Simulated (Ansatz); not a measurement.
Structures of equal composition on the (111) surface of fcc Au: a layer of Si in place of the second plane; a layer of Si in place of the third plane. The slabs share one bottom face, and each structure is named by its start. These are constructed structures in small cells; real faces may alloy, dewet or reconstruct in larger ones, and not all known structures of the face are among them. Slabs of about 12 Å with all that they carry, Fermi-Dirac smearing of 0.1 eV. Bottom of the slabs: a bare face, its two planes held. Relaxed from the named starts with such symmetry as they have, on meshes of like density; energies extrapolated to zero smearing; no spin-orbit coupling, no U. Spin-polarised runs, if any, are marked in brackets, and their order is one that fits the cell; the others ran without spin.

All values below come from PBE (plane waves to 420 eV, PAW; Ansatz, a quantum-chemistry and plane-wave program).

### Question
Rank these by energy per 1x1 cell (lowest first), as PBE gives it.

### Answer
a layer of Si in place of the third plane (0.000 eV), a layer of Si in place of the second plane (0.112 eV)
